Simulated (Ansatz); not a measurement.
This Ansatz (a quantum-chemistry and plane-wave program) input is the reference run, InP in the zinc blende structure (space group F-43m, No. 216), computed with Ansatz, r2SCAN, PAW, cutoff 500 eV, spin-orbit coupling left out:

Ansatz 0.2 input:
```yaml
crystal:
  lattice:
    - [0, 2.9535066275, 2.9535066275]
    - [2.9535066275, 0, 2.9535066275]
    - [2.9535066275, 2.9535066275, 0]
  atoms:
    - { symbol: P, position: [0.75, 0.75, 0.75] }
    - { symbol: In, position: [0, 0, 0] }
basis: { ecutwfc: 500, ecutrho_ratio: 4, xc_grid: 4, fft_grid_basis: typed }
kpoints: { mp_grid: { grid: [10, 10, 10] } }
hamiltonian:
  xc: r2scan
  dispersion: none
  pseudopotentials: { kind: paw }
scf: { occupations: { method: fermi_dirac, width: 0.05 }, convergence: { dr2_threshold: 0.0000000002 } }
output: { forces: true, stress: true }
```

Problem. Write the input for this change: an isotropic linear strain of +0.67 %; the atoms relax in the strained cell.

Solution. 
Ansatz 0.2 input:
```yaml
crystal:
  lattice:
    - [0, 2.9732951219, 2.9732951219]
    - [2.9732951219, 0, 2.9732951219]
    - [2.9732951219, 2.9732951219, 0]
  atoms:
    - { symbol: P, position: [0.75, 0.75, 0.75] }
    - { symbol: In, position: [0, 0, 0] }
basis: { ecutwfc: 500, ecutrho_ratio: 4, xc_grid: 4, fft_grid_basis: typed }
kpoints: { mp_grid: { grid: [10, 10, 10] } }
hamiltonian:
  xc: r2scan
  dispersion: none
  pseudopotentials: { kind: paw }
scf: { occupations: { method: fermi_dirac, width: 0.05 }, convergence: { dr2_threshold: 0.0000000002 } }
relax: { f_tol: 0.005, max_steps: 50 }
output: { forces: true, stress: true }
checkpoint: { write: state.ck, write_every: 1000 }
```
This is the input that was run.

Whether these cells are dynamically stable was not tested.
